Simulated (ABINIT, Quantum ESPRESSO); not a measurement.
An ABINIT input for a relaxation of cell and atoms of AlRu (Pm-3m, 2 atoms in the cell) (DFT, PBE, plane waves, PAW (JTH v2.0 PBE PAW)):

```
# AlRu, JTH v2.0 PBE PAW
pp_dirpath "./"
pseudos "Al.GGA_PBE-JTH.xml, Ru.GGA_PBE-JTH.xml"
acell 3*1.0
rprim
         5.6361081667    0.0000000000    0.0000000000
         0.0000000000    5.6361081667    0.0000000000
         0.0000000000    0.0000000000    5.6361081667
natom 2
ntypat 2
znucl 13 44
typat 1 2
xcart
         0.0000000000    0.0000000000    0.0000000000
         2.8180540833    2.8180540833    2.8180540833
ecut 571 eV
pawecutdg 1143 eV
pawxcdev 0
ixc 11
occopt 7
tsmear 0.00183747
nband 15
kptopt 1
ngkpt 11 11 11
nshiftk 1
shiftk 0 0 0
nstep 80
tolvrs 1.0e-11
ionmov 22
ntime 40
tolmxf 1.0e-04
optcell 2
dilatmx 1.08
ecutsm 0.5
prtwf 0
prtden 0
enunit 1
```

Task: Translate this input to Quantum ESPRESSO.

Result: This is the input that was run; spellings and numerical settings could be chosen otherwise.

```fortran
&CONTROL
   calculation = 'vc-relax'
   prefix = 'pwscf'
   outdir = './work'
   pseudo_dir = './'
/
&SYSTEM
   ibrav = 1
   A = 2.9825000000
   nat = 2
   ntyp = 2
   ecutwfc = 60
   ecutrho = 480
   occupations = 'smearing'
   smearing = 'gaussian'
   degauss = 0.0036749
/
&ELECTRONS
   conv_thr = 1.0d-9
/
&IONS
/
&CELL
/
ATOMIC_SPECIES
Al    26.9815  Al.pbe-n-kjpaw_psl.1.0.0.UPF
Ru   101.0700  Ru_ONCV_PBE-1.0.oncvpsp.upf
ATOMIC_POSITIONS {crystal}
Al    0.0000000000    0.0000000000    0.0000000000
Ru    0.5000000000    0.5000000000    0.5000000000
K_POINTS {automatic}
11 11 11  0 0 0
```

Basis settings and potentials, where a program has them, do not carry over. This input uses DFT, PBE, plane waves, SSSP 1.1.2 efficiency (PBE) pseudopotentials.

The starting cell comes from a database of computed structures (which also holds hypothetical and non-ambient phases and stackings), without a prior relaxation at this level.
